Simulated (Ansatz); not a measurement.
Functionals compared on a constructed model of the (0001) surface of hcp Hf, a pseudomorphic layer of Ga in the host's stacking (bottom of the slab: a bare face, its two planes held), in Ansatz (plane waves, PAW). The structure was relaxed with PBE; the other rows are single points on it. Cutoff 420 eV (500 eV for r2SCAN).

Model: 7-atom slab, 15.1 Å thick at the start, 13x13x1 mesh, Fermi-Dirac 0.1 eV, dipole correction, 2 atoms held, the rest relaxed; held to the start's symmetry, so lower structures may exist; no spin, no spin-orbit, no U. It is one candidate, not shown to be the stable structure of the face. These notes are the PBE run's.

```
functional  work function of the top face (eV)           rough cost of the single point
----------  ----------------------------------  ---------------------------------------
PBE                                       4.60                                        –
RPBE                                      4.48           around 60 core-seconds (rough)
r2SCAN                                    4.73  about 110 core-seconds (a rough figure)
```

Ansatz is an electronic-structure program.
